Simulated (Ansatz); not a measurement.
Start from InSb in the zinc blende structure (space group F-43m, No. 216; a = 6.5189 Å). Axes: x, y, z lie along the cube axes.

Calculations: Kohn–Sham DFT with the PBEsol functional, run in Ansatz (a program for electronic structure) with PAW and 420 eV plane waves, without spin-orbit coupling.

Before the change:

| Property | Result |
|---|---|
| Volume per atom | 34.63 Å³ |
| Pressure | 0.0 GPa |

The change: compressive biaxial strain of 1.00 % in the plane normal to [001], as in epitaxy on a mismatched substrate; the out-of-plane cell vector and the atoms relax.

Task: How does this affect the volume per atom?

Result: The volume per atom drops by 0.32 Å³ to 34.31 Å³.

Task: Predict the new pressure.

Result: The pressure (mean of the normal stresses, compression positive) goes from zero to 0.4 GPa.

Whether these cells are dynamically stable was not tested. The final runs are not spin-polarised.
